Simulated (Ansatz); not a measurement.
Here is the system:

End structure of the (0001) surface of hcp Lu in its 1x1 cell, outermost plane spacing 2.73 Å in the ideal cut:

```
CELL_PARAMETERS angstrom
      3.50679     0.00000     0.00000
     -1.75339     3.03697     0.00000
      0.00000     0.00000    27.00000
ATOMIC_POSITIONS crystal
  Lu 0.66667 0.33333 0.29826
  Lu 0.33333 0.66667 0.39796
  Lu 0.66667 0.33333 0.50000
  Lu 0.33333 0.66667 0.60204
  Lu 0.66667 0.33333 0.70174
```

Slab: 5 atoms, 10.9 Å thick at the start; k 12x12x1, smearing 0.1 eV, dipole-corrected; single point; on the structure that PBE left under its start's symmetry; no spin, no spin-orbit, no U.

What is the computed surface energy (mean of both faces) (r2SCAN, at the PBE geometry run with Ansatz, a quantum-chemistry and plane-wave program)?

80 meV/Å²

Estimate the work function of the top face that r2SCAN, at the PBE geometry returns for this input.

3.56 eV
